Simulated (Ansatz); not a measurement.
Base system: CdSe in the zinc blende structure (space group F-43m, No. 216; a = 6.0075 Å).

Method: LDA/PAW in Ansatz (a quantum-chemistry and plane-wave program), spin-orbit coupling left out.

Base values:

```
Item        Result
--------  --------
Pressure  0.00 GPa
```

Perturbation: an isotropic linear strain of −1.50 %, atoms relaxed at fixed cell.

### Question
Estimate the effect on the pressure, mean gap deformation potential ΔEg/Δln V and energy relative to the base.

### Answer
The pressure goes from zero to 2.93 GPa; the mean gap deformation potential ΔEg/Δln V is -2.0 eV; the energy rises by 11 meV/atom.

Whether these cells are dynamically stable was not tested.
